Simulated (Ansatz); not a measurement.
AlB2-type MgB₂ was calculated with PBE0-D3(BJ) (plane waves, PAW; Ansatz, a first-principles code).

Run with plane-wave cutoff 460 eV, 12×12×8 k mesh (along the axes of the cell as run), Fermi–Dirac smearing 0.05 eV, scalar-relativistic PAW data made under PBE.

Computed at the level's own relaxed cell.

### Question
What does this level give for the equilibrium lattice constant a and lattice parameter c?

### Answer

- equilibrium lattice constant a = 3.046 Å
- lattice parameter c = 3.426 Å

Measured, for comparison: lattice constant a 3.083 Å, lattice parameter c 3.521 Å (300 K, no zero-point or thermal correction; as tabulated in Loa et al. (2002), arXiv:cond-mat/0206051). Computed (rounded) less measured: lattice constant a -1.2 %, lattice parameter c -2.7 %. A static lattice is as a rule a little smaller and stiffer than an uncorrected measurement, which narrows the difference in the lattice constant a and would widen misses of the other sign.

Computed values are for the static lattice.

Computing time: roughly 24 core-minutes.
